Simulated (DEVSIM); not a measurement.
Structure: abrupt Si n-p junction, at 400 K.

| layer (left to right) | material | thickness (μm) | Nd (cm⁻³) | Na (cm⁻³) | τn (s) | τp (s) |
|---|---|---|---|---|---|---|
| 1 | Si | 1.20 | 1.2e18 | - | 1.9e-5 | 1.9e-5 |
| 2 | Si | 150 | - | 1.2e15 | 1.9e-5 | 1.9e-5 |

Left contact: ohmic. Right contact: ohmic. Voltage is applied to the left contact. Recombination: SRH at mid-gap, Auger. Mobility is μmin + (μ − μmin)/(1 + (N/Nref)^α).

Constants are typed, rounded textbook-type inputs, not results; the design itself was drawn at random and stands for no fabricated device. Values at 300 K; Nc and Nv go as T^1.5, mobilities as T to minus their exponent, the gap by Varshni's rule with the affinity fixed.

```
parameter               Si
----------------  --------
gap (eV)             1.124
affinity (eV)         4.05
permittivity          11.7
Nc (cm⁻³)          2.86e19
Nv (cm⁻³)           3.1e19
μn (cm²/Vs)           1417
μp (cm²/Vs)            470
μn,min                  52
μp,min                  45
Nref,n              9.7e16
Nref,p              2.2e17
αn                    0.68
αp                    0.72
T exponent of μn       2.3
T exponent of μp       2.2
Cn (cm⁶/s)         2.8e-31
Cp (cm⁶/s)         9.9e-32
Varshni α (eV/K)  0.000473
Varshni β (K)          636
```

Model (solved in DEVSIM): 1D drift-diffusion, Boltzmann statistics, complete ionisation; no tunnelling, impact ionisation, image-force lowering or self-heating.

The doping Nd of layer 1 was swept, all else fixed.

| doping Nd of layer 1 (cm^-3) | dark forward voltage at 1 A/cm² (V) | largest field in the device at zero bias (V/cm) | potential step across the device at zero bias (V) |
|---|---|---|---|
| 3.6e16 | 0.471 | 16000 | 0.486 |
| 1.2e17 | 0.454 | 24000 | 0.528 |
| 3.6e17 | 0.446 | 39000 | 0.566 |
| 1.2e18 | 0.443 | 70000 | 0.607 |
| 3.6e18 | 0.442 | 120000 | 0.645 |
| 1.2e19 | 0.442 | 220000 | 0.687 |

From the first row to the last the dark forward voltage at 1 A/cm² goes from 0.471 to 0.442. From the first row to the last the largest field in the device at zero bias goes from 16000 to 220000.
